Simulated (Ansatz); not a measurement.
An Ansatz (a program for electronic structure) input (PBEsol, PAW, 420 eV (Ansatz; no spin-orbit coupling)):

Ansatz 0.2 input:
```yaml
crystal:
  lattice:
    - [3.5943126196, 0, 0]
    - [-1.7971563098, 3.1127660377, 0]
    - [0, 0, 5.5538184017]
  atoms:
    - { symbol: Y, position: [0.6666666667, 0.3333333333, 0.75] }
    - { symbol: Y, position: [0.3333333333, 0.6666666667, 0.25] }
basis: { ecutwfc: 420, ecutrho_ratio: 4, xc_grid: 2, fft_grid_basis: typed }
kpoints: { mp_grid: { grid: [18, 18, 11] } }
hamiltonian:
  xc: pbesol
  dispersion: none
  pseudopotentials: { kind: paw }
scf: { occupations: { method: fermi_dirac, width: 0.1 }, convergence: { dr2_threshold: 0.0000000002 } }
relax: { f_tol: 0.005, max_steps: 50 }
output: { forces: true, stress: true }
checkpoint: { write: state.ck, write_every: 1000 }
```

Which symmetry and how many k-points will the program report, and about how many plane waves at Γ?

Space group P63/mmc (ITA 194) with 24 operations, k-points 222 of 3564, and 1183 plane waves at Γ.

And the final pressure?

0.44 GPa (compression positive).

The cells carry an imposed strain or load. Whether these cells are dynamically stable was not tested. The final runs are not spin-polarised. The cell was made from Y in the hcp (Mg type) structure (space group P6_3/mmc, No. 194) by this change: uniaxial strain ε_zz = −1.00 %.
